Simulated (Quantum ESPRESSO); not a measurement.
Variants of one calculation on ScCu₂ (I4/mmm, 3 atoms in the cell)

```xyz
3
Lattice="-1.6379 1.6379 4.1629 1.6379 -1.6379 4.1629 1.6379 1.6379 -4.1629" Properties=species:S:1:pos:R:3 pbc="T T T"
Sc     0.0000     0.0000     0.0000
Cu     0.0000     0.0000     5.6103
Cu     0.0000     0.0000     2.7156
```

Base run A: LDA (PZ), GBRV 1.5 ultrasoft (LDA) pseudopotentials in Quantum ESPRESSO, self-consistent single point.

Its settings: ecutwfc = 50 Ry; ecutrho = 400 Ry; occupations = smearing; smearing = cold; degauss = 0.019992 Ry; potentials = {Sc: sc_lda_v1.uspp.F.UPF, Cu: cu_lda_v1.2.uspp.F.UPF}; K_POINTS = automatic 10 10 10 0 0 0; conv_thr = 1e-10 Ry; mixing_beta = 0.4.

The starting cell comes from a database of computed structures (which also holds hypothetical and non-ambient phases and stackings), without a prior relaxation at this level. Spin polarisation is off. In the base run, with a pressure of about -8 GPa the cell is away from its equilibrium volume at this level.

ΔF is the free energy per atom less that of run A. A dash stands where there is no value to compare (another energy zero or no entropy term, no result, no spin, no clean gap, or a mesh too coarse for one). Total energies depend on the potentials, the functional and any Hubbard or dispersion term, so they are compared only between runs that share all of them.

Run A gave: pressure (GPa) -7.87; largest force (eV/Å) 0.033; k-points 102; valence electrons 49.

Runs:
- B: smearing: cold → gauss; degauss: 0.019992 Ry → 0.0073499 Ry
- C: ecutrho: 400 Ry → 300 Ry
- D: degauss: 0.019992 Ry → 0.036749 Ry
- E: K_POINTS: automatic 10 10 10 0 0 0 → automatic 10 10 10 1 1 1
- F: conv_thr: 1e-10 Ry → 7.3e-10 Ry
- G: ecutwfc: 50 Ry → 55 Ry; ecutrho: 400 Ry → 440 Ry; pseudopotentials: {Sc: sc_lda_v1.uspp.F.UPF, Cu: cu_lda_v1.2.uspp.F.UPF} → {Sc: Sc.pz-spn-kjpaw_psl.1.0.0.UPF, Cu: Cu.pz-dn-kjpaw_psl.1.0.0.UPF}
- H: mixing_beta: 0.4 → 0.2; mixing_mode: default → local-TF
- I: pseudopotentials: {Sc: sc_lda_v1.uspp.F.UPF, Cu: cu_lda_v1.2.uspp.F.UPF} → {Sc: sc_pbe_v1.uspp.F.UPF, Cu: cu_pbe_v1.2.uspp.F.UPF}; input_dft: default → vdw-df [vdW-DF]

### Question
What does run I change against A?

### Answer
The pressure goes from -7.87 to 5.90 GPa and the largest force goes from 0.033 to 0.078 eV/Å.

### Question
What does run G change against A?

### Answer
The pressure hardly changes (-7.87 to -7.95 GPa) and the largest force goes from 0.033 to 0.041 eV/Å.

```json
[
 {"run": "A", "ΔF (meV/atom)": "0.00", "pressure (GPa)": "-7.87", "largest force (eV/Å)": "0.033", "k-points": "102", "valence electrons": "49"},
 {"run": "B", "ΔF (meV/atom)": "-1.35", "pressure (GPa)": "-7.85", "largest force (eV/Å)": "0.036", "k-points": "102", "valence electrons": "49"},
 {"run": "C", "ΔF (meV/atom)": "0.01", "pressure (GPa)": "-7.87", "largest force (eV/Å)": "0.033", "k-points": "102", "valence electrons": "49"},
 {"run": "D", "ΔF (meV/atom)": "1.48", "pressure (GPa)": "-7.85", "largest force (eV/Å)": "0.041", "k-points": "102", "valence electrons": "49"},
 {"run": "E", "ΔF (meV/atom)": "0.06", "pressure (GPa)": "-7.84", "largest force (eV/Å)": "0.032", "k-points": "99", "valence electrons": "49"},
 {"run": "F", "ΔF (meV/atom)": "0.00", "pressure (GPa)": "-7.87", "largest force (eV/Å)": "0.033", "k-points": "102", "valence electrons": "49"},
 {"run": "G", "ΔF (meV/atom)": "–", "pressure (GPa)": "-7.95", "largest force (eV/Å)": "0.041", "k-points": "102", "valence electrons": "33"},
 {"run": "H", "ΔF (meV/atom)": "0.00", "pressure (GPa)": "-7.83", "largest force (eV/Å)": "0.033", "k-points": "102", "valence electrons": "49"},
 {"run": "I", "ΔF (meV/atom)": "–", "pressure (GPa)": "5.90", "largest force (eV/Å)": "0.078", "k-points": "102", "valence electrons": "49"}
]
```
